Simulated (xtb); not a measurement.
xtb 6.7.1, GFN2-xTB: 1,1,1-trifluoroethane triplet (CC(F)(F)F), charge 0, multiplicity 3, 8 atoms. The geometry is a generated start, not checked to be a minimum at this level.

```json
{
 "method": "GFN2-xTB",
 "--acc": "1 (default)",
 "--etemp (K)": "300 (default)",
 "detailed input (--input)": "none: ANC optimiser, Lindh (1995) Hessian, microcycle=20, maxdispl=1.0, hlow=0.01 (default)",
 "basis_functions": "23",
 "valence_electrons": "32"
}
```

```xyz
8

C      0.7963    -0.1560     0.0242
C     -0.6821     0.1341    -0.0187
F     -1.3226    -0.6218    -0.9255
F     -0.9428     1.4119    -0.3392
F     -1.2828    -0.0928     1.1573
H      0.9462    -1.2005     0.2868
H      1.2630     0.4820     0.7701
H      1.2248     0.0430    -0.9550
```

Charge 0 and multiplicity 3 are set for this test and not shown to be the ground state. GFN-xTB has no spin term: --uhf 2 sets the occupations alone.

The structure is relaxed from this start with --opt LEVEL for the levels crude, sloppy, loose, lax, normal, tight, vtight, extreme, once each. Up to the end of the extreme run atoms move by at most 1.9 Å along an axis.

Q: Which level is enough to come within 20 meV of the tightest end point?

A: normal: 82 cycles against 87, ending 0.10 meV above.

| level | cycles | energy above the extreme run (meV) | gradient norm (eV/Å) |
|---|---|---|---|
| crude | 13 | 350 | 0.38 |
| sloppy | 19 | 330 | 0.14 |
| loose | 20 | 330 | 0.086 |
| lax | 21 | 330 | 0.090 |
| normal | 82 | 0.10 | 0.042 |
| tight | 85 | under 0.01 | 0.012 |
| vtight | 86 | under 0.01 | 0.0055 |
| extreme | 87 | — | 0.0018 |
